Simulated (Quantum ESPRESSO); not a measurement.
Quantum ESPRESSO is run on K3Ba (Fm-3m, 4 atoms in the cell), and the run fails. The aim is a self-consistent single point with DFT, LDA (PZ), plane waves, GBRV 1.5 ultrasoft (LDA) pseudopotentials.

Cell that was meant: a = 7.4601 Å, b = 7.4601 Å, c = 7.4601 Å, α = 60.00°, β = 60.00°, γ = 60.00°.

Part of the input:

```fortran
&SYSTEM
   ibrav = 0
   nat = 4
   ntyp = 1
   ecutwfc = 40
   ecutrho = 200
   occupations = 'smearing'
```

Output, abridged:

```
     This program is part of the open-source Quantum ESPRESSO suite
     for quantum simulation of materials; please cite

Warning: card BA   137.3270  BA_LDA_V1.USPP.F.UPF ignored

 %%%%%%%%%%%%%%%%%%%%%%%%%%%%%%%%%%%%%%%%%%%%%%%%%%%%%%%%%%%%%%%%%%%%%%%%%%%%%%
     Error in routine read_cards (4):
     species Ba in ATOMIC_POSITIONS is nonexistent
 %%%%%%%%%%%%%%%%%%%%%%%%%%%%%%%%%%%%%%%%%%%%%%%%%%%%%%%%%%%%%%%%%%%%%%%%%%%%%%

     stopping ...
```

### Question
From the messages shown, name the fault and mend the input.

### Answer
The fault is a species count that does not match the list of species. The number of species decides how many lines of the species card are read. To fix it, make the count match the list. The program stopped before any SCF iteration.

An input that runs soundly differs in these lines (not the only fix; some lines may just follow from the change or write a value another way):
```diff
-   ntyp = 1
+   ntyp = 2
```

With that input, the run converged in 9 iterations: free energy E − TS -3281.5347 eV; Fermi level (on the code's own zero) 2.31 eV; pressure -1.12 GPa (DFT, LDA (PZ), plane waves, GBRV 1.5 ultrasoft (LDA) pseudopotentials).

On the sound input: the starting cell comes from a database of computed structures (which also holds hypothetical and non-ambient phases and stackings), without a prior relaxation at this level. Its lattice was rescaled by a random factor within 2.5 % of one.
